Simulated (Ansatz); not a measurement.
Consider a 12-atom supercell of MoS2 in the 2H-MoS2 type structure (space group P6_3/mmc, No. 194; a = 3.149 Å, c = 12.090 Å; layered, stacked along the Cartesian z axis) at its relaxed geometry.

Calculations: PBE-D3(BJ) (Ansatz, a quantum-chemistry and plane-wave program; PAW; 420 eV plane waves; without spin-orbit coupling).

Base values:

The pressure comes out as 0.0 GPa and the mean distance from the defect site to its nearest host atoms is 2.40 Å.

Now apply this change: a neutral Se on a S site, atoms relaxed at fixed cell, starting from a slightly rattled geometry.

Tabulated Pauling electronegativity and covalent radius: S 2.58, 1.05 Å; Se 2.55, 1.20 Å.

Q: What happens to the pressure?

A: The pressure goes from zero to 1.2 GPa.

Q: Estimate the effect on the mean distance from the defect site to its nearest host atoms.

A: The mean distance from the defect site to its nearest host atoms increases by 0.12 Å (2.40 Å → 2.52 Å).

Q: What happens to the largest displacement of a host atom from its site in the perfect cell?

A: The largest displacement of a host atom from its site in the perfect cell comes out as 0.07 Å.

Other magnetic orders, which the real material may have, were not ruled out. In so small a cell the defect repeats every few ångströms: this is an ordered compound, not a dilute defect. Starting moments died away, wholly or in part, for Se on a S site; another magnetic solution may exist. The defect cell is spin-polarised and ends with 0.0 μB.
